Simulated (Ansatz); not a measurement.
For BAs (model structure, started from the WC type, P-6m2, No. 187, 2 atoms in the cell), PBE-D3(BJ) (plane waves, PAW; Ansatz, a first-principles code) gives:

```
Property                         Result
------------------------------  -------
equilibrium lattice constant a  3.139 Å
c axis length                   2.884 Å
```

### Question
What does r²SCAN (Ansatz, PAW) give for the same quantities?

### Answer

- lattice constant a: 3.195 Å (increases by 1.8 %)
- lattice parameter c: 2.877 Å (decreases by 0.2 %)

Changes are worked out from the printed values.

Unless a cell is named, each level is at its own relaxed cell (PBE-D3(BJ) 12.30, r²SCAN 12.72 Å³/atom).

Ansatz's density-functional and Hartree–Fock values are scalar-relativistic unless marked +SOC, with PAW data made under PBE.

A model structure was made by putting elements into a prototype or built by hand; it is no filed structure, need not be a known phase, and can be a saddle point held by its symmetry.
